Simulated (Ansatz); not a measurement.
Consider CuI in the zinc blende structure (space group F-43m, No. 216; a = 5.939 Å). Axes: x, y, z lie along the cube axes.

Level of theory: DFT with PBEsol, PAW potentials and a 420 eV plane-wave cutoff in Ansatz (a first-principles code), spin-orbit coupling left out.

Before the change:

```
Item                Value
---------------  --------
Volume per atom  26.19 Å³
```

Now apply this change: biaxial strain −0.50 %, plane normal [001], relaxed out of plane (Cartesian); in-plane vectors clamped, the third vector and the atoms free.

Q: Estimate the effect on the volume per atom.

A: The volume per atom falls by 0.08 Å³ to 26.11 Å³.

Whether these cells are dynamically stable was not tested. All final runs are without spin polarisation.
